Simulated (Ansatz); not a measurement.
fluorite-type CoSi2 (0 0 1) on silicon (0 0 1), B on 1 of 2 substrate sites at each interface (film strained to the substrate, faces as cut)

A periodic stack without vacuum, fluorite-type CoSi2 (0 0 1) on silicon (0 0 1), B on 1 of 2 substrate sites at each interface (film strained to the substrate, faces as cut): substrate slab Si22B2, film Co8Si16, surface cells [[-2, 0], [-1, -1]] and [[-2, 0], [-1, -1]], film strained by +2.1 and +2.1 %, faces Si/Si and Si/Co as cut (like faces can put a slab off its formula).

The start was prepared with a machine-learned potential, and the result is one local minimum, with the in-plane cell held and forces under 0.04 eV/Å; the film can end far from its bulk form.

The numbers are results of PBE (plane waves to 420 eV, PAW; Ansatz, an electronic-structure program), not measurements. No spin–orbit coupling; the runs are not spin-polarised; PBE gaps are too small against experiment. Its k-point mesh 4×7×1, Fermi–Dirac width 0.05 eV.

```
Quantity                                                                                                                  Value
--------------------------------------------------------------------------------  ---------------------------------------------
interface area                                                                                                          29.9 Å²
period                                                                                                                  26.13 Å
gaps between the outermost planes at the two interfaces                                                         1.11 and 0.82 Å
Si–Si contacts across the interfaces within 1.22 times the sum of covalent radii                                 7, mean 2.52 Å
B–Si contacts across the interfaces within 1.22 times the sum of covalent radii                                  5, mean 2.21 Å
Co–Si contacts across the interfaces within 1.22 times the sum of covalent radii                                 4, mean 2.25 Å
B–Co contacts across the interfaces within 1.22 times the sum of covalent radii                                  2, mean 2.06 Å
estimate of the barrier                                                           withheld, since the two interfaces are unlike
slope of the mean potential energy in the substrate                                                              -3.2 MV/cm × e
```

```yaml
crystal:
  lattice:
    - [7.72952, -0.00420, -0.40138]
    - [-0.00233, 3.86630, -0.13806]
    - [-4.43806, -1.01270, 26.45010]
  atoms:
    - { symbol: Si, position: [0.40281, 0.88248, 0.06343] }
    - { symbol: Si, position: [0.99068, 0.88267, 0.06348] }
    - { symbol: B, position: [0.15644, 0.85675, 0.00979] }
    - { symbol: Si, position: [0.66370, 0.86175, 0.01955] }
    - { symbol: Si, position: [0.77283, 0.43323, 0.16492] }
    - { symbol: Si, position: [0.27771, 0.43660, 0.17128] }
    - { symbol: Si, position: [0.47505, 0.40854, 0.11552] }
    - { symbol: Si, position: [0.99660, 0.40884, 0.11557] }
    - { symbol: Si, position: [0.60565, 0.98742, 0.27278] }
    - { symbol: Si, position: [0.10215, 0.98734, 0.27278] }
    - { symbol: Si, position: [0.31607, 0.96230, 0.22241] }
    - { symbol: Si, position: [0.81318, 0.96018, 0.21855] }
    - { symbol: Si, position: [0.93136, 0.53923, 0.37586] }
    - { symbol: Si, position: [0.43356, 0.54065, 0.37885] }
    - { symbol: Si, position: [0.64238, 0.51374, 0.32508] }
    - { symbol: Si, position: [0.14401, 0.51368, 0.32506] }
    - { symbol: Si, position: [0.76966, 0.09246, 0.48179] }
    - { symbol: Si, position: [0.25210, 0.09233, 0.48181] }
    - { symbol: Si, position: [0.47362, 0.06762, 0.43226] }
    - { symbol: Si, position: [0.96983, 0.06514, 0.42710] }
    - { symbol: B, position: [0.08544, 0.64045, 0.58101] }
    - { symbol: Si, position: [0.57797, 0.63582, 0.57119] }
    - { symbol: Si, position: [0.83397, 0.61795, 0.53271] }
    - { symbol: Si, position: [0.26430, 0.61787, 0.53273] }
    - { symbol: Co, position: [0.73200, 0.74184, 0.77626] }
    - { symbol: Co, position: [0.23212, 0.74150, 0.77732] }
    - { symbol: Co, position: [0.90826, 0.18983, 0.67380] }
    - { symbol: Co, position: [0.40128, 0.18932, 0.67381] }
    - { symbol: Co, position: [0.88917, 0.84164, 0.97841] }
    - { symbol: Co, position: [0.37652, 0.84169, 0.97830] }
    - { symbol: Co, position: [0.05689, 0.29177, 0.87738] }
    - { symbol: Co, position: [0.55741, 0.29095, 0.87668] }
    - { symbol: Si, position: [0.44540, 0.71692, 0.72878] }
    - { symbol: Si, position: [0.94671, 0.71731, 0.72876] }
    - { symbol: Si, position: [0.69391, 0.21631, 0.72592] }
    - { symbol: Si, position: [0.19466, 0.21612, 0.72697] }
    - { symbol: Si, position: [0.61951, 0.16430, 0.62668] }
    - { symbol: Si, position: [0.11713, 0.16402, 0.62354] }
    - { symbol: Si, position: [0.35402, 0.66783, 0.63100] }
    - { symbol: Si, position: [0.89205, 0.66832, 0.63101] }
    - { symbol: Si, position: [0.59430, 0.81614, 0.92653] }
    - { symbol: Si, position: [0.09492, 0.81719, 0.92790] }
    - { symbol: Si, position: [0.84508, 0.31701, 0.92892] }
    - { symbol: Si, position: [0.34695, 0.31697, 0.92880] }
    - { symbol: Si, position: [0.77045, 0.26756, 0.82740] }
    - { symbol: Si, position: [0.26977, 0.26730, 0.82791] }
    - { symbol: Si, position: [0.52080, 0.76622, 0.82728] }
    - { symbol: Si, position: [0.01939, 0.76688, 0.82776] }
```
